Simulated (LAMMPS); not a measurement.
One set-up with several potentials: Si (diamond structure), a cell about 110 Å long along the (110) normal with half to two thirds of it melted and the whole then held at 1520 K and zero normal pressure.

The levels:
- MEAM Si_1.meam.spline: classical MD, pair style meam/spline, file Si_1.meam.spline (LAMMPS); Lenosky, Sadigh, Alonso, Bulatov, de la Rubia, Kim, Voter and Kress, Modell Simul Mater Sci Eng, 8, 825 (2000)
- Si.sw: classical MD, pair style sw, file Si.sw (LAMMPS); Stillinger and Weber,  Phys Rev B, 31, 5262, (1985)
- Si.tersoff.mod: classical MD, pair style tersoff/mod, file Si.tersoff.mod (LAMMPS); Kumagai, Izumi, Hara and Sakai, Comp Mat Sci, 39, 457 (2007)
- Si.tersoff.modc: classical MD, pair style tersoff/mod/c, file Si.tersoff.modc (LAMMPS)

```json
[
 {"potential": "MEAM Si_1.meam.spline", "speed": "-34 ± 1 m/s", "direction": "the crystal melts back", "rough cost (ms per atom and simulated ps)": "3 to 10"},
 {"potential": "Si.sw", "speed": "14.9 ± 0.5 m/s", "direction": "the crystal grows", "rough cost (ms per atom and simulated ps)": "1 to 3"},
 {"potential": "Si.tersoff.mod", "speed": "13.6 ± 0.5 m/s", "direction": "the crystal grows", "rough cost (ms per atom and simulated ps)": "3 to 10"},
 {"potential": "Si.tersoff.modc", "speed": "1.73 ± 0.08 m/s", "direction": "the crystal grows", "rough cost (ms per atom and simulated ps)": "3 to 10"}
]
```

Costs are rough: whole-run CPU time with set-up and analysis, from shared machines, in bands a factor of about three wide.

Uncertainties are statistical and leave out the potential's own error.
